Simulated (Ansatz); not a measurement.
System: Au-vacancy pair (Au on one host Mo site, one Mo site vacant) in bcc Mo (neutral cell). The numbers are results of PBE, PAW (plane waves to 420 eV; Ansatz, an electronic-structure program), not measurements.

Cell of 36 host sites held at the relaxed PBE lattice; a 2×2×3 k-point mesh shifted by half a step; Fermi-Dirac width 0.10 eV, spin-restricted; finite-size errors left in. Static, classical nuclei. Spin-orbit coupling is left out. Forms of the defect that were not tried may lie lower.

Barriers: single points on a 3×3×5 k-point mesh shifted by half a step at the bands' geometries (they differ from the bands' own by up to 0.07 eV, and are uncertain by about as much).

Relaxed starting cell (atoms counted from 1):

```
AuMo34
1.0
    9.48245     0.00000     0.00000
    0.00000     9.48245     0.00000
    0.00000     0.00000     6.32164
Au Mo
1 34
Direct
  0.02434   0.02497   0.03887
  0.00012   0.00056   0.49797
  0.00044   0.33005   0.00285
  0.99891   0.33204   0.49748
  0.99964   0.66734   0.00089
  0.99997   0.66591   0.50166
  0.32950   0.00089   0.00283
  0.33162   0.99944   0.49747
  0.33166   0.33214   0.99949
  0.33230   0.33278   0.49526
  0.33295   0.66541   0.00164
  0.33417   0.66444   0.50296
  0.66683   0.00011   0.00090
  0.66543   0.00048   0.50162
  0.66495   0.33345   0.00162
  0.66389   0.33470   0.50301
  0.66580   0.66626   0.00429
  0.66696   0.66743   0.50210
  0.16914   0.16957   0.73341
  0.16553   0.49491   0.25003
  0.16531   0.49760   0.75023
  0.17043   0.82519   0.25579
  0.16528   0.83270   0.75050
  0.49440   0.16602   0.25003
  0.49714   0.16585   0.75017
  0.49902   0.49953   0.25064
  0.49832   0.49881   0.75142
  0.49955   0.83259   0.25123
  0.49679   0.83459   0.75192
  0.82466   0.17085   0.25575
  0.83217   0.16582   0.75049
  0.83206   0.50004   0.25123
  0.83407   0.49727   0.75193
  0.83230   0.83279   0.25163
  0.83290   0.83333   0.74951
```

End state 1 differs by these moves (Å; atoms that move under 0.08 Å are left out):

```
atom  element     Δx     Δy     Δz
----  -------  -----  -----  -----
1          Au   1.10   1.10   1.10
2          Mo  -0.04  -0.04   0.13
3          Mo  -0.06   0.10  -0.04
7          Mo   0.10  -0.06  -0.04
19         Mo  -0.04  -0.04   0.13
22         Mo  -0.06   0.10  -0.04
30         Mo   0.10  -0.06  -0.04
```

What forward and backward barriers to end state 1 does PBE, PAW give?

forward 0.45 eV, backward 0.45 eV; at the saddle point atom 1 has neighbours 4 Mo at 2.72, 2 Mo at 2.73, 6 Mo at 3.39 Å. The saddle point's order was not checked, and it lies on a symmetry element of the cell, where a band can be held.
